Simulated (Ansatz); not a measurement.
Base system: a 10-atom supercell of BaTiO3 (space group P4mm, No. 99; a = 3.985 Å, c = 4.204 Å) at its relaxed geometry.

(Cell as relaxed with PBE.)

Levels (all Ansatz, an electronic-structure program, PAW, earlier PAW set): PBE (420 eV, without spin-orbit coupling); r2SCAN (500 eV, spin-orbit coupling left out).

Each level relaxes its own structure.

Perturbation: a neutral Cd on a Ti site, atoms relaxed at fixed cell, starting from a slightly rattled geometry.

| quantity | PBE | r2SCAN |
|---|---|---|
| pressure | 10.8 GPa | … |
| largest displacement of a host atom from its site in the perfect cell | 0.35 Å | … |

Task: Given the PBE results, estimate those of r2SCAN.

Result: 
- pressure, r2SCAN: 11.7 GPa
- largest displacement of a host atom from its site in the perfect cell, r2SCAN: 0.27 Å

PBE's pressure lies 0.9 GPa below r2SCAN's; PBE's largest displacement of a host atom from its site in the perfect cell lies 0.08 Å above r2SCAN's. Neither level is exact; r2SCAN is the comparison here, not a measurement.

Other magnetic orders, which the real material may have, were not ruled out. The cell is small, so the values are those of an ordered compound at a high defect concentration; dilute-limit values will differ. The mesh was chosen for an insulator and is coarse for the gapless case. Seeded moments were not kept for Cd on a Ti site. No Hubbard U is applied, and correlation can decide whether such a compound is a metal. Spin-polarised in the final run: PBE Cd on a Ti site and r2SCAN Cd on a Ti site; the other runs are not.
